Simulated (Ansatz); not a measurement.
Functionals compared on the (112) surface of diamond (in the relaxation 1 C–C bonds formed; 1 C–C bonds broke), unpaired: 0 pairs of surface atoms bonded, no caps (bottom of the slab: built like the top, H on every dangling bond, free), in Ansatz (plane waves, PAW). The structure was relaxed with PBE; the other rows are single points on it. Cutoff 420 eV (500 eV for r2SCAN).

Model: 62-atom slab, 10.6 Å thick at the start with caps and adatoms (thin: gaps and levels are the slab's own), 5x4x1 mesh, Fermi-Dirac 0.025 eV, dipole correction, 8 atoms held, the rest relaxed; no symmetry held; no spin (in PBE a spin-polarised start ends 0.61 eV a cell lower), no spin-orbit, no U. The slab shows no gap on its mesh. In PBE it lies 0.30 eV a 1x1 cell over the lowest computed structure of the same composition (unpaired: 0 pairs of surface atoms bonded, no caps, spin-polarised start). These notes are the PBE run's.

| functional | work function of the top face (eV) | rough cost of the single point |
|---|---|---|
| PBE | 4.89 | – |
| r2SCAN | ? | around 12 core-minutes (rough) |

Question: Some entries are withheld; supply them.

Answer: 
- r2SCAN, work function of the top face (eV): 5.00

Ansatz is a quantum-chemistry and plane-wave program.
